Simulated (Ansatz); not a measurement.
The starting structures come from a database of crystals and need not be the phases stable at ambient conditions.

Consider the following.

```
CELL_PARAMETERS angstrom
      3.37425     0.00000     0.00000
      0.00000     5.67491    -0.02232
      0.00000    -1.00167     3.24194
ATOMIC_POSITIONS crystal
  Na 0.75000 0.31667 0.65834
  Na 0.25000 0.68333 0.34166
  H  0.75000 0.92143 0.96071
  H  0.25000 0.07857 0.03929
  O  0.25000 0.25773 0.12886
  O  0.75000 0.74227 0.87114
```

Space group of this cell: Cmcm. The cell was relaxed by PBE-D3(BJ).

Transport runs along the normal of the first two printed cell vectors.

The gap is the functional's own, uncorrected, and κ follows it; spin-orbit coupling is left out. Mid-gap values are interpolated between the computed energies.

Estimate the band gap and the smallest decay constant κ at mid-gap that PBEsol run with Ansatz (a program for electronic structure) returns for this system.

Gap 3.02 eV on a 10×10×10 mesh; κ = 0.321 1/Å, at the zone centre.
